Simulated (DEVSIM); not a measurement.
Structure: illuminated Si n-on-p cell, one wavelength, at 300 K.

```tsv
layer (left to right)	material	thickness (μm)	Nd (cm⁻³)	Na (cm⁻³)	τn (s)	τp (s)	absorption coefficient (cm⁻¹)
1	Si	0.660	6.9e18	-	6.1e-7	4.4e-7	19000
2	Si	25.0	-	1.4e17	6.6e-6	6.6e-6	19000
```

Left contact: ohmic, minority hole recombination velocity 5e6 cm/s. Right contact: ohmic, minority electron recombination velocity 2e6 cm/s. Voltage is applied to the left contact. Recombination: SRH at mid-gap, radiative, Auger. Gap narrowing is on: ΔEg = 6.92 meV × (l + √(l² + 0.5)), l = ln(N/1.3e17 cm⁻³), shared equally by both band edges. Light enters at the left, 8.2e18 photons cm⁻² s⁻¹, one pass, no reflection. Mobility is μmin + (μ − μmin)/(1 + (N/Nref)^α).

Constants are typed, rounded textbook-type inputs, not results; the design itself was drawn at random and stands for no fabricated device. Values at 300 K.

```csv
parameter,Si
gap (eV),1.124
affinity (eV),4.05
permittivity,11.7
Nc (cm⁻³),2.86e19
Nv (cm⁻³),3.1e19
μn (cm²/Vs),1417
μp (cm²/Vs),470
"μn,min",52
"μp,min",45
"Nref,n",9.7e16
"Nref,p",2.2e17
αn,0.68
αp,0.72
B (cm³/s),4.7e-15
Cn (cm⁶/s),2.8e-31
Cp (cm⁶/s),9.9e-32
```

DEVSIM, 1D drift-diffusion, Boltzmann statistics, complete ionisation; no tunnelling, impact ionisation, image-force lowering or self-heating.

Task: Tabulate band edges, carrier densities and field at zero bias, in the dark.

Result: Energies count from the Fermi level of the right contact; mesh points crowd at the junctions.

```tsv
x (μm)	Ec (eV)	Ev (eV)	n (cm⁻³)	p (cm⁻³)	field (V/cm)
0.000	0.037	-1.032	6.9e18	140	≈ 0
0.02727	0.037	-1.032	6.9e18	140	≈ 0
0.08739	0.037	-1.032	6.9e18	140	≈ 0
0.2064	0.037	-1.032	6.9e18	140	≈ 0
0.4762	0.037	-1.032	6.9e18	140	≈ 0
0.5875	0.037	-1.032	6.9e18	140	≈ 0
0.6379	0.037	-1.032	6.9e18	140	≈ 0
0.6706	0.297	-0.822	2.9e14	490000	170000
0.7143	0.827	-0.292	370000	3.9e14	74000
0.8059	0.979	-0.140	1000	1.4e17	89
1.020	0.979	-0.140	1000	1.4e17	≈ 0
1.743	0.979	-0.140	1000	1.4e17	≈ 0
3.038	0.979	-0.140	1000	1.4e17	≈ 0
6.061	0.979	-0.140	1000	1.4e17	≈ 0
15.47	0.979	-0.140	1000	1.4e17	≈ 0
20.97	0.979	-0.140	1000	1.4e17	≈ 0
23.60	0.979	-0.140	1000	1.4e17	≈ 0
24.72	0.979	-0.140	1000	1.4e17	≈ 0
25.35	0.979	-0.140	1000	1.4e17	≈ 0
25.54	0.979	-0.140	1000	1.4e17	≈ 0
25.62	0.979	-0.140	1000	1.4e17	≈ 0
25.66	0.979	-0.140	1000	1.4e17	≈ 0
```
